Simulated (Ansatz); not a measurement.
**SiO2: stress against strain**

SiO2 (rutile, P4_2/mnm, 7.854 Å³/atom at rest, c along z) under a strain ε along a (axis x), the other axes held. PBEsol in Ansatz, a plane-wave DFT program (PAW, default set), 420 eV, 8×8×12 Γ-centred mesh, Fermi-Dirac smearing 0.05 eV; ions are relaxed within the symmetry of each cell. Stress is positive for a compressed cell.

Here s stands for strain and y for stress xx.

```csv
strain (%),stress xx (GPa)
-1.20,5.18
-0.60,2.55
0.00,0.00
0.60,-2.47
1.20,-4.86
3.00,?
```

The 5 complete rows are fitted with a straight line, y against s. Means: s 0, y 0.080. About the means, the sum of products is -15.060 and the sum of squares of s is 3.6000; the slope is their ratio. Least squares gives y = 0.080 - 4.1833·s. Residuals (row less fit): 0.080, -0.040, -0.080, -0.040, 0.080; standard error 0.086 (degrees of freedom: 3). The slope gives the elastic constant C11 = 418 ± 5 GPa.

Question: What does the fit predict for y at s = 3.00, and how far is the calculated value from it?

Answer: y = 0.080 - 4.1833 × 3.0 = -12.470 GPa. The calculation gives -11.49 GPa, 0.980 GPa above the prediction (5.9 % of the range of y in the table). The row lies outside the fitted rows, so this is an extrapolation. From the scatter of the fitted rows alone, a prediction at this place has a standard error of 0.166 GPa, so the miss is 5.9 times that.

One order more, fitted to all 11 runs of the series, follows each within 0.04, so the miss is the next term of a smooth law. SiO2 is here stishovite, a high-pressure form. Rows are the converged runs of the series near zero and its far end; series whose fitted rows scatter by over a few per cent of the range, as at a crossing or softening among them, aren't shown in this form. Most that stay on the fit to the last digits aren't either.
